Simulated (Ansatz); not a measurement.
System: PbSeO3 (P2₁/m, No. 11). Method: PBEsol in Ansatz (plane waves, PAW).

Run with plane-wave cutoff 500 eV, 10×8×6 k mesh (along the axes of the cell as run), gaussian smearing 0.02 eV, scalar-relativistic PAW data made under PBE.

Cell (relaxed at this level):

```
CELL_PARAMETERS angstrom
      4.49667     0.00000    -0.00490
      0.00000     5.53220     0.00000
     -1.87624     0.00000     6.28905
ATOMIC_POSITIONS crystal
  Pb 0.36333 0.75000 0.69876
  Pb 0.63667 0.25000 0.30124
  Se 0.91191 0.25000 0.84340
  Se 0.08809 0.75000 0.15660
  O  0.20062 0.98722 0.33224
  O  0.79938 0.01278 0.66776
  O  0.79938 0.48722 0.66776
  O  0.20062 0.51278 0.33224
  O  0.69602 0.75000 0.11280
  O  0.30398 0.25000 0.88720
```

Question: Give the computed band gap.

Answer: 
* **band gap**: 2.82 eV (on the SCF k mesh)

Spin–orbit coupling is not included; with these elements it can move the gap by several tenths of an eV or more.

Computed values are for the static lattice.

Computing time: very roughly 7 core-minutes.

Ansatz is an electronic-structure program.
